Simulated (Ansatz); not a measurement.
The starting structures come from a database of crystals and need not be the phases stable at ambient conditions.

Inside the gap of an insulator the Bloch states are evanescent, with a wavenumber k + iκ along the transport direction.

```xyz
3
Lattice="5.4249 0.0000 0.0000 0.0000 7.6719 0.0000 2.7124 3.8360 2.7124" Properties=species:S:1:pos:R:3 pbc="T T T"
K      2.7124     1.9180     0.0000
K      2.7124     5.7539     0.0000
Se     0.0000     0.0000     0.0000
```

Space group of this cell: Fm-3m, anti-fluorite. The cell is taken as given.

Transport runs along the normal of the first two printed cell vectors, the (110) plane of the conventional cell.

The gap is the functional's own. No spin-orbit coupling. Mid-gap values are interpolated on the energy grid.

Task: Compute, with PBEsol (Ansatz, a quantum-chemistry and plane-wave program), the band gap and the smallest decay constant κ at mid-gap.

Result: Gap 2.06 eV on a 12×12×12 mesh; κ = 0.237 1/Å, at the zone centre.
